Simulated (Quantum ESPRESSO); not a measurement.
# Several settings converged on CuO (P2, 4 atoms in the cell)

```
CELL_PARAMETERS angstrom
      1.99694    -2.16001     0.00000
      1.99694     2.16001     0.00000
      0.00000     0.00000     5.17140
ATOMIC_POSITIONS crystal
  Cu 0.00000 0.50000 0.00967
  Cu 0.50000 0.00000 0.50000
  O  0.50000 0.50000 0.25000
  O  0.50000 0.50000 0.75000
```

Base method: PBEsol, PSlibrary PAW (PBE) pseudopotentials (plane waves; Quantum ESPRESSO).

Base settings: ecutwfc = 55 Ry; ecutrho = 330 Ry; occupations = smearing; smearing = fermi-dirac; degauss = 0.0073499 Ry; input_dft = pbesol; potentials = {Cu: Cu.pbe-dn-kjpaw_psl.1.0.0.UPF, O: O.pbe-n-kjpaw_psl.0.1.UPF}; K_POINTS = automatic 4 4 3 0 0 0; conv_thr = 1e-10 Ry; mixing_beta = 0.7.

The count of work is k-points × plane waves × bands × iterations; it is no time. 

**The cutoff for other potential files**

Level: DFT, PBEsol, plane waves, SSSP 1.1.2 precision (PBE) pseudopotentials.

In this ladder: pseudopotentials = {Cu: Cu_ONCV_PBE-1.0.oncvpsp.upf, O: O.pbe-n-kjpaw_psl.0.1.UPF}. Moved along: ecutrho.

The second cell is the first with its lattice scaled by 0.98.

The mesh stays at the base's, so the ladder's end is converged at best in this setting alone.

Only quantities that move along the ladder and can be compared are tabulated.

```tsv
ecutwfc	free energy less the last step's (meV/atom)	energy of the compressed cell less the first (meV/atom)	pressure (GPa)	largest difference of a force vector from the last step's (eV/Å)	count of work / last
34 Ry	41970.63	-271.11	-1694.92	0.256	0.12
41 Ry	16786.75	66.15	-930.16	0.184	0.16
52 Ry	2950.75	14.68	-273.35	0.020	0.21
64 Ry	226.96	-7.31	-42.21	0.004	0.30
75 Ry	11.13	-9.87	-9.03	0.000	0.35
90 Ry	4.20	-10.07	-7.17	0.000	0.47
112 Ry	2.01	-10.11	-7.25	0.000	0.65
150 Ry	0.00	-10.11	-7.12	0.000	1.0
```

State of the free energy at the end of the ladder: still drifting one way, by 4.2 meV/atom over the last two steps, so the last step is no safe reference.

Coarsest ecutwfc that holds the energy of the compressed cell less the first within 2 meV/atom of the last step, with all finer ones: 75 Ry, at 0.35 of the last step's count of work; the step before is off by 2.8 meV/atom.

Coarsest ecutwfc that holds the forces within 0.01 eV/Å of the last step, with all finer ones: 64 Ry, at 0.30 of the last step's count of work; the step before is off by 0.020 eV/Å.

At the lowest cutoff the pressure lies 1690 GPa under the last step's, the usual sign of Pulay stress in an incomplete plane-wave basis.

**The density cutoff**

The second cell is the first with its lattice scaled by 0.98.

The mesh stays at the base's, so the ladder's end is converged at best in this setting alone.

Only quantities that move along the ladder and can be compared are tabulated.

| ecutrho | free energy less the last step's (meV/atom) | energy of the compressed cell less the first (meV/atom) | pressure (GPa) | largest difference of a force vector from the last step's (eV/Å) |
|---|---|---|---|---|
| 110 Ry | -13.79 | -8.30 | -6.29 | 0.035 |
| 165 Ry | -0.15 | -9.64 | -7.48 | 0.001 |
| 220 Ry | -0.05 | -9.62 | -7.44 | 0.000 |
| 275 Ry | -0.06 | -9.63 | -7.48 | 0.000 |
| 330 Ry | 0.01 | -9.64 | -7.47 | 0.000 |
| 440 Ry | -0.02 | -9.64 | -7.47 | 0.000 |
| 550 Ry | -0.02 | -9.64 | -7.47 | 0.000 |
| 660 Ry | -0.01 | -9.64 | -7.47 | 0.000 |
| 880 Ry | 0.00 | -9.64 | -7.47 | 0.000 |

Coarsest ecutrho that holds the energy of the compressed cell less the first within 1 meV/atom of the last step, with all finer ones: 165 Ry; the step before is off by 1.3 meV/atom.

Coarsest ecutrho that holds the free energy within 1 meV/atom of the last step, with all finer ones: 165 Ry; the step before is off by 14 meV/atom.

Coarsest ecutrho that holds the forces within 0.005 eV/Å of the last step, with all finer ones: 165 Ry; the step before is off by 0.035 eV/Å.

**The relaxed cell against the cutoff**

On CuO (Cccm, 4 atoms in the cell): atoms on their sites.

In this ladder: calculation = vc-relax; tprnfor = default; tstress = default. Moved along: ecutrho.

The mesh stays at the base's, so the ladder's end is converged at best in this setting alone.

Only quantities that move along the ladder and can be compared are tabulated.

| ecutwfc | relaxed volume (Å³/atom) | relaxation steps |
|---|---|---|
| 28 Ry | 9.171 | 6 |
| 33 Ry | 10.016 | 7 |
| 38 Ry | 10.421 | 10 |
| 47 Ry | 10.594 | 12 |
| 55 Ry | 10.639 | 12 |
| 66 Ry | 10.644 | 13 |
| 82 Ry | 10.658 | 13 |
| 110 Ry | 10.661 | 12 |

Coarsest ecutwfc that holds the relaxed volume within 0.053 Å³/atom of the last step, with all finer ones: 55 Ry; the step before is off by 0.067 Å³/atom.

At the lowest cutoff the cell relaxes to a volume 14 % smaller than at the highest.

On the base run: the starting cell comes from a database of computed structures (which also holds hypothetical and non-ambient phases and stackings), without a prior relaxation at this level. Its lattice was rescaled by up to half a per cent. One atom was moved a little off its site on purpose. Spin polarisation is off, so a magnetic state, if there is one, cannot be reached. The run gives no clean gap (levels at the Fermi energy touch, overlap or are partly filled at this smearing), which alone does not show that the compound is a metal. Without a gap this mesh is coarse (it stands for a supercell whose shortest vector is 12 Å).
